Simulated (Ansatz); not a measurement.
# A computed series for TiO2: pressure series

The parent structure is TiO2 in the anatase structure (space group I4_1/amd, No. 141).

```
TiO2
1.0
   -1.88485     1.88485     4.77607
    1.88485    -1.88485     4.77607
    1.88485     1.88485    -4.77607
Ti O
2 4
Direct
  0.75000   0.25000   0.50000
  0.00000   0.00000   0.00000
  0.95752   0.45752   0.50000
  0.79248   0.79248   0.00000
  0.54248   0.04248   0.50000
  0.20752   0.20752   0.00000
```

Cell and atoms are relaxed at each pressure.

The values are results of Kohn–Sham DFT with the PBEsol functional, run in Ansatz (an electronic-structure program) with PAW and 420 eV plane waves, scalar-relativistic without spin-orbit coupling, not measurements.

Two rows of this table had their results exchanged by mistake.

```tsv
pressure	volume per atom (Å³)	shortest distance (Å)	band gap
pressure −2 GPa	11.44	1.934	2.12 eV
pressure −1 GPa	11.37	1.931	2.11 eV
pressure 0.3 GPa	11.13	1.920	2.08 eV
pressure 0.7 GPa	11.27	1.926	2.10 eV
pressure 1.5 GPa	11.22	1.924	2.10 eV
pressure 3 GPa	11.29	1.927	2.11 eV
pressure 5 GPa	11.01	1.915	2.06 eV
pressure 7.5 GPa	10.87	1.909	2.04 eV
pressure 10 GPa	10.73	1.904	2.00 eV
```

Task: Which two?

Result: The rows for pressure 0.3 GPa and pressure 3 GPa: the volume has to fall steadily with pressure, so 11.29 Å³ belongs to pressure 0.3 GPa and 11.13 Å³ to pressure 3 GPa.

Load acts through the strain it causes; cell and atoms are relaxed under it. No phonon test of stability was made. No other phases were tried under pressure. The base started in C2/c and relaxed to I4_1/amd at this level. All final runs are without spin polarisation.
